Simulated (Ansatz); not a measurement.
S on the 1x1 (110) surface of bcc Ta, one in a 1x1 cell, energies for each (7.8 Å²). Energies are against ⅛ S8(g), without zero-point or thermal terms; each row is named by its start.

Calculation: PBE (plane waves to 420 eV, PAW; Ansatz, a quantum-chemistry and plane-wave program).

Question: Which site binds most strongly?
(A) bridge Ta-Ta (span 3.3 Å)
(B) top Ta
(C) bridge Ta-Ta (span 2.9 Å)
(D) hollow Ta-Ta-Ta

Answer: D, hollow Ta-Ta-Ta. Adsorption energies: hollow Ta-Ta-Ta -2.00 eV; bridge Ta-Ta (span 3.3 Å) -1.91 eV; bridge Ta-Ta (span 2.9 Å) -1.52 eV; top Ta -0.64 eV.
